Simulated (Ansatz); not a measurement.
Candidates (primitive cells; geometry: relaxed with this functional, without spin-orbit coupling):
A. YRh3B (Pm-3m), a = b = c = 4.1495 Å, α = β = γ = 90.00°
B. YB$_{2}$ (P6/mmm), a = b = 3.2740 Å, c = 3.8227 Å, α = β = 90.00°, γ = 120.00°
C. TiB$_{2}$ (P6/mmm), a = 3.0174 Å, b = 3.0174 Å, c = 3.1850 Å, α = 90.00°, β = 90.00°, γ = 120.00°

Problem. Rank these by resistivity at 300 K (lowest first), as PBEsol, DFPT electron-phonon coupling, linearised Boltzmann equation in Ansatz (a program for electronic structure) gives it.

Solution. C (6.4 μΩ·cm), B (12.9 μΩ·cm), A (21 μΩ·cm)

Metals; harmonic phonons alone scatter; means over directions. Halving the electron mesh moves these values by up to 9 %; q meshes are mostly untested. Some of the runs warned that the eigensolver left states short of its tolerance. Spin-orbit coupling is left out.

Formula and space group known from diffraction (Crystallography Open Database), not checked to be the room-temperature form: YRh3B (Pm-3m).
